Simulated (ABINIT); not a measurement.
**Input and output of a self-consistent single point for CrClO (Pmmn, 6 atoms in the cell) (ABINIT)**

Method: LDA (PW92), PAW (JTH v2.0 LDA PAW) (plane waves; ABINIT).

Input:

```
# CrClO, JTH v2.0 LDA PAW
pp_dirpath "./"
pseudos "Cr.LDA_PW-JTH.xml, Cl.LDA_PW-JTH.xml, O.LDA_PW-JTH.xml"
acell 3*1.0 Angstrom
rprim
         3.1486090000    0.0000000000    0.0000000000
         0.0000000000    3.8162950000    0.0000000000
         0.0000000000    0.0000000000    7.8490780000
natom 6
ntypat 3
znucl 24 17 8
typat 1 1 2 2 3 3
xred
         0.0000000000    0.0000000000    0.1060400000
         0.5000000000    0.5000000000    0.8939600000
         0.0000000000    0.5000000000    0.6814200000
         0.5000000000    0.0000000000    0.3185800000
         0.5000000000    0.0000000000    0.9478200000
         0.0000000000    0.5000000000    0.0521800000
ecut 30
pawecutdg 60
pawxcdev 0
nsppol 2
spinat
      0 0 3
      0 0 3
      0 0 0
      0 0 0
      0 0 0
      0 0 0
occopt 3
tsmear 0.00036749
nband 39
kptopt 1
ngkpt 5 4 2
nshiftk 1
shiftk 0 0 0
nstep 80
tolvrs 1.0e-12
prtwf 0
prtden 0
prtvol 1
enunit 2
```

Log, with long lists cut:

```
 Symmetries : space group Pm m n (# 59); Bravais oP (primitive ortho.)

 -outvars: echo values of preprocessed input variables --------
            acell      1.8897261329E+00  1.8897261329E+00  1.8897261329E+00 Bohr
             ecut      3.00000000E+01 Hartree
           enunit           2
              ixc       -1012
         kptrlatt        5    0    0      0    4    0      0    0    2
          kptrlen      2.88470096E+01
            natom           6
            nband          39
            ngfft          30      36      75
          ngfftdg          45      54     108
             nkpt          18
           nspden           2
           nsppol           2
            nstep          80
             nsym           8
           ntypat           3
           occopt           3
        pawecutdg      6.00000000E+01 Hartree
         pawxcdev           0
            rprim      3.1486090000E+00  0.0000000000E+00  0.0000000000E+00
                       0.0000000000E+00  3.8162950000E+00  0.0000000000E+00
                       0.0000000000E+00  0.0000000000E+00  7.8490780000E+00
          spgroup          59
           spinat      0.0000000000E+00  0.0000000000E+00  3.0000000000E+00
                       0.0000000000E+00  0.0000000000E+00  3.0000000000E+00
                       0.0000000000E+00  0.0000000000E+00  0.0000000000E+00
                       0.0000000000E+00  0.0000000000E+00  0.0000000000E+00
                       0.0000000000E+00  0.0000000000E+00  0.0000000000E+00
                       0.0000000000E+00  0.0000000000E+00  0.0000000000E+00
           tolvrs      1.00000000E-12
           tsmear      3.67490000E-04 Hartree
            typat      1  1  2  2  3  3
           useylm           1
             xred      0.0000000000E+00  0.0000000000E+00  1.0604000000E-01
                       5.0000000000E-01  5.0000000000E-01  8.9396000000E-01
   [... lines left out ...]
                       5.0000000000E-01  0.0000000000E+00  9.4782000000E-01
                       0.0000000000E+00  5.0000000000E-01  5.2180000000E-02
            znucl       24.00000   17.00000    8.00000

== DATASET  1 ==================================================================

 Real(R)+Recip(G) space primitive vectors, cartesian coordinates (Bohr,Bohr^-1):
 R(1)=  5.9500087  0.0000000  0.0000000  G(1)=  0.1680670  0.0000000  0.0000000
 R(2)=  0.0000000  7.2117524  0.0000000  G(2)=  0.0000000  0.1386626  0.0000000
 R(3)=  0.0000000  0.0000000 14.8326078  G(3)=  0.0000000  0.0000000  0.0674190
 Unit cell volume ucvol=  6.3646705E+02 bohr^3
 Angles (23,13,12)=  9.00000000E+01  9.00000000E+01  9.00000000E+01 degrees

 Coarse grid specifications (used for wave-functions):

 getcut: wavevector=  0.0000  0.0000  0.0000  ngfft=  30  36  75
         ecut(hartree)=     30.000   => boxcut(ratio)=   2.02343

 Fine grid specifications (used for densities):

 getcut: wavevector=  0.0000  0.0000  0.0000  ngfft=  45  54 108
         ecut(hartree)=     60.000   => boxcut(ratio)=   2.08817

   3.83359280E+03                                ecore*ucvol(ha*bohr**3)

_setup2: Arith. and geom. avg. npw (full set) are    4993.975    4993.951
--- !BeginCycle
solver: {iscf: 17, nstep: 80, nline: 4, wfoptalg: 10, }
tolerances: {tolvrs: 1.00E-12, }
...

     iter   Etot(hartree)     deltaE(h) residm    nres2    magn
 ETOT  1  -237.04032222628    -2.37E+02 2.34E+00 6.89E+02 3.009
 ETOT  2  -240.47590950957    -3.44E+00 5.04E-02 4.77E+03 0.034
 ETOT  3  -237.74800820143     2.73E+00 1.83E-01 5.30E+01 5.574
 ETOT  4  -237.82570507155    -7.77E-02 1.51E-02 2.42E+01 5.900
 ETOT  5  -237.83688535450    -1.12E-02 1.34E-02 5.15E+00 5.972
 ETOT  6  -237.84267440127    -5.79E-03 2.76E-03 2.32E+00 6.000
   [... 18 lines left out ...]
 ETOT 25  -237.84458976552    -4.26E-12 2.11E-04 2.06E-10 6.000
 ETOT 26  -237.84458976552     2.98E-12 6.77E-05 3.69E-11 6.000
 ETOT 27  -237.84458976552    -6.34E-12 1.72E-04 1.04E-11 6.000
 ETOT 28  -237.84458976552     3.13E-13 5.57E-05 1.24E-12 6.000
 ETOT 29  -237.84458976552     3.67E-12 1.33E-04 7.45E-13 6.000
 At SCF step   29       nres2   =  7.45E-13 < tolvrs=  1.00E-12 =>converged.

 Cartesian components of stress tensor (hartree/bohr^3)
  sigma(1 1)=  4.88498701E-05  sigma(3 2)=  0.00000000E+00
  sigma(2 2)=  5.59818849E-05  sigma(3 1)=  0.00000000E+00
  sigma(3 3)=  3.67538765E-05  sigma(2 1)=  0.00000000E+00

 Integrated electronic and magnetization densities in atomic spheres:
 Radius=ratsph(iatom), smearing ratsm=  0.0000. Diff(up-dn)=approximate z local magnetic moment.
 Atom    Radius    up_density   dn_density  Total(up+dn)  Diff(up-dn)
    1   2.10818     7.386267     4.709451     12.095718     2.676816
    2   2.10818     7.387266     4.710247     12.097512     2.677019
    3   1.80365     2.194350     2.172590      4.366939     0.021760
    4   1.80365     2.189097     2.167400      4.356497     0.021697
    5   1.41465     2.284145     2.270416      4.554561     0.013729
    6   1.41465     2.286531     2.272882      4.559413     0.013649
  Sum:             23.727656    18.302985     42.030641     5.424671
 Total magnetization (from the atomic spheres):             5.424671
 Total magnetization (exact up - dn):                       5.999995

 ----iterations are completed or convergence reached----

 reduced coordinates (array xred) for    6 atoms
       0.000000000000      0.000000000000      0.106040000000
       0.500000000000      0.500000000000      0.893960000000
       0.000000000000      0.500000000000      0.681420000000
       0.500000000000      0.000000000000      0.318580000000
       0.500000000000      0.000000000000      0.947820000000
       0.000000000000      0.500000000000      0.052180000000
 cartesian forces (eV/Angstrom) at end:
    1     -0.00000000000000    -0.00000000000000     0.02520087128948
    2     -0.00000000000000    -0.00000000000000    -0.02520087128948
    3     -0.00000000000000    -0.00000000000000    -0.03304797312016
    4     -0.00000000000000    -0.00000000000000     0.03304797312016
    5     -0.00000000000000    -0.00000000000000     0.05937626005662
    6      0.00000000000000    -0.00000000000000    -0.05937626005662
   [... lines left out ...]
 Fermi (or HOMO) energy (hartree) =   0.18047   Average Vxc (hartree)=  -0.37851
 Fermi (or HOMO) energy (eV) =   4.91094   Average Vxc (eV)= -10.29988
   [... lines left out ...]
 kpt#   1, nband= 39, wtk=  0.02500, kpt=  0.0000  0.0000  0.0000 (reduced coord)
 -65.36135  -65.33752  -37.16000  -37.15324  -37.13027  -37.09654  -37.06398  -37.05025
 -15.51755  -14.14074  -11.34442  -11.26671   -2.24665   -1.88102   -1.29749   -1.28370
   0.14405    0.19313    1.16546    1.23316    1.51329    1.55213    1.64943    2.16314
   5.18191    5.38556    5.58613    6.34024    6.55277    6.80655    7.14123    7.41312
   7.51095    7.59201    9.18315   10.70270   12.72099   13.00940   13.68773
 prteigrs : prtvol=0 or 1, do not print more k-points.

--- !EnergyTerms
comment             : Components of total free energy in Hartree
kinetic             :  5.79871820870603E+01
hartree             :  1.26359323104527E+02
xc                  : -2.41947888554929E+01
Ewald energy        : -8.94327191726736E+01
psp_core            :  6.02323848027254E+00
local_psp           : -3.11823080063354E+02
spherical_terms     : -2.76374541061844E+00
internal            : -2.37844589830279E+02
'-kT*entropy'       : -1.41384170850741E-14
total_energy        : -2.37844589830279E+02
total_energy_eV     : -6.47208043289598E+03
...

-Cartesian components of stress tensor (GPa)         [Pressure= -1.3885E+00 GPa]
- sigma(1 1)=  1.43721255E+00  sigma(3 2)=  0.00000000E+00
- sigma(2 2)=  1.64704364E+00  sigma(3 1)=  0.00000000E+00
- sigma(3 3)=  1.08133620E+00  sigma(2 1)=  0.00000000E+00

 Calculation completed.
```

The run converged in 29 iterations.

The starting cell comes from a database of computed structures (which also holds hypothetical and non-ambient phases and stackings), without a prior relaxation at this level. Its lattice was rescaled by a random factor within 2.5 % of one. The magnetic order is the one reached from the typed start; others were not searched systematically.

Cost on one core of a shared machine: roughly 8 min.
